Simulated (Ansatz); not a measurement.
Take InSb in the zinc blende structure (space group F-43m, No. 216; a = 6.556 Å) as the base.

Structures relaxed with Kohn–Sham DFT with the r2SCAN functional, run in Ansatz (a first-principles code) with PAW and 500 eV plane waves, no spin-orbit coupling.

Base:

Simulated powder pattern, Cu Kα1, λ = 1.54056 Å (kinematic, ideal powder, no thermal factors, no anomalous dispersion; the 8 strongest lines at most, above 2 %, up to 2θ = 90°):

```tsv
2θ (°)	I/Imax (%)	hkl
23.48	100	(111)
38.82	80	(220)
45.87	49	(311)
56.07	13	(400)
61.61	20	(331)
70.28	27	(422)
75.25	15	(511)
88.07	15	(531)
```

It is then changed as follows: a hydrostatic pressure of 3 GPa.

Where do the lines fall after the change?


Simulated powder pattern, Cu Kα1, λ = 1.54056 Å (kinematic, ideal powder, no thermal factors, no anomalous dispersion; the 8 strongest lines at most, above 2 %, up to 2θ = 90°):

```tsv
2θ (°)	I/Imax (%)	hkl
23.96	100	(111)
39.63	79	(220)
46.84	49	(311)
57.29	13	(400)
62.99	20	(331)
71.91	26	(422)
77.04	14	(511)
85.37	8.4	(440)
```

The indices refer to the base's conventional cell; one index is shown for lines that coincide.

Load acts through the strain it causes; cell and atoms are relaxed under it. Stability against distortions was not tested. Tetrahedral semiconductors of this kind turn to denser phases somewhere between about 1 and 50 GPa; those were not computed, so compressed cells here can lie past the real transition. The final runs are not spin-polarised.
